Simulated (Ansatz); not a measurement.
Start from Cu in the fcc (Cu type) structure (space group Fm-3m, No. 225).

```cif
data_Cu4
_chemical_formula_sum 'Cu4'
_space_group_name_H-M_alt 'Fm-3m'
_space_group_IT_number 225
_space_group_name_Hall '-F 4 2 3'
_cell_length_a 3.57902
_cell_length_b 3.57902
_cell_length_c 3.57902
_cell_angle_alpha 90.000
_cell_angle_beta 90.000
_cell_angle_gamma 90.000
loop_
_atom_site_label
_atom_site_type_symbol
_atom_site_symmetry_multiplicity
_atom_site_Wyckoff_symbol
_atom_site_fract_x
_atom_site_fract_y
_atom_site_fract_z
_atom_site_occupancy
Cu1 Cu 4 a 0.00000 0.00000 0.00000 1
```
(The calculation used a cell of 1 atom; values per cell refer to that cell.)

All numbers come from r2SCAN (Ansatz, an electronic-structure program), scalar-relativistic without spin-orbit coupling, earlier PAW set.

For the base:

```
Property              Result
-------------------  -------
Lattice parameter a  3.579 Å
```

Now apply this change: cell and atoms relaxed at a pressure of 15 GPa.

### Question
Estimate the effect on the lattice parameter a.

### Answer
The lattice parameter a decreases by 0.090 Å (3.579 Å → 3.489 Å).

Load acts through the strain it causes; cell and atoms are relaxed under it. Stability against distortions was not tested. No other phases were tried under pressure. The final runs are not spin-polarised.
